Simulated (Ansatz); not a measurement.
Start from ZnS in the zinc blende structure (space group F-43m, No. 216; a = 5.357 Å). Axes: x, y, z lie along the cube axes.

All numbers come from Kohn–Sham DFT with the PBEsol functional, run in Ansatz (a quantum-chemistry and plane-wave program) with PAW and 420 eV plane waves, scalar-relativistic without spin-orbit coupling.

Before the change:

```
Item         Result
--------  ---------
Pressure  -0.01 GPa
Band gap    2.09 eV
```

Modification: the cell is compressed by 1.00 % along z with no lateral relaxation; the atoms relax in the strained cell.

Task: What does the calculation give for the pressure and band gap after the change?

Result: The pressure (mean of the normal stresses, compression positive) grows by 0.81 GPa, from -0.01 GPa to 0.80 GPa; the band gap goes up by 0.019 eV (2.09 eV → 2.10 eV).

Gaps are Kohn–Sham eigenvalue differences; semilocal functionals usually give less than the measured gap. Stability against distortions was not tested.
